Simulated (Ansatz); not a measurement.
Base system: BaTiO$_{3}$ in the cubic perovskite structure (space group Pm-3m, No. 221).

```
CELL_PARAMETERS angstrom
      3.99404     0.00000     0.00000
      0.00000     3.99404     0.00000
      0.00000     0.00000     3.99404
ATOMIC_POSITIONS crystal
  Ba 0.00000 0.00000 0.00000
  Ti 0.50000 0.50000 0.50000
  O  0.00000 0.50000 0.50000
  O  0.50000 0.50000 0.00000
  O  0.50000 0.00000 0.50000
```

Levels (all Ansatz, a quantum-chemistry and plane-wave program, PAW): r2SCAN (500 eV, spin-orbit coupling left out); HSE06 (420 eV, no SOC).

Its gap is 2.17 eV with r2SCAN and 3.22 eV with HSE06.

The change: Hf takes the place of Ti on all its sites; the structure is relaxed again.

With r2SCAN the gap becomes 4.19 eV.

**Question.** If the HSE06 correction stayed the same, what would the HSE06 gap be, and what does the HSE06 run give?

**Answer.** A rigid correction of +1.05 eV gives 5.24 eV. The HSE06 run gives 5.18 eV, so the correction itself changes by -0.06 eV.

Single points use the geometry relaxed with r2SCAN. HSE06 was sampled on its mesh, a few special points and the semilocal edge points, so its gap is an upper bound. With Hf present, leaving out spin-orbit coupling can change the band edges. No phonon test of stability was made. The final runs are not spin-polarised. Many cubic perovskites are stable only at high temperature; tilts and polar distortions were not tested. This is not the structure that BaTiO3 has at room temperature and ambient pressure.
